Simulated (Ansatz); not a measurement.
A computed series for HfSi2: response to strain

Take HfSi2 (space group Cmcm, No. 63; a = 3.683 Å, b = 14.598 Å, c = 3.658 Å) as the base. Axes: x, y, z lie along a, b, c of the conventional cell.

Strains are applied to the cell and any free atomic positions relax; under biaxial strain the out-of-plane vector relaxes too.

Calculations: PBE (Ansatz, a first-principles code, PAW, no spin-orbit coupling).

Notes on the quantities. pressure: mean of the normal stresses, compression positive; energy relative to the base: free energy F.

```csv
change,pressure,volume per atom,energy relative to the base
base,0.0 GPa,16.39 Å³,0 meV/atom
"biaxial strain −0.95 %, plane normal [001], relaxed out of plane",1.5 GPa,16.17 Å³,+2.2 meV/atom
"biaxial strain +2.46 %, plane normal [001], relaxed out of plane",[?],[?],[?]
isotropic strain −3.27 %,16.2 GPa,14.83 Å³,+72 meV/atom
```

Problem. What belongs in the blanks?

Solution. 
- biaxial strain +2.46 %, plane normal [001], relaxed out of plane, pressure: -3.5 GPa
- biaxial strain +2.46 %, plane normal [001], relaxed out of plane, volume per atom: 16.95 Å³
- biaxial strain +2.46 %, plane normal [001], relaxed out of plane, energy relative to the base: +14 meV/atom

Without a gap, meshes like the base's 13×13×13 leave anisotropic stresses uncertain by several tenths of a GPa, and small strain energies with them. Stability against distortions was not tested. The final runs are not spin-polarised.
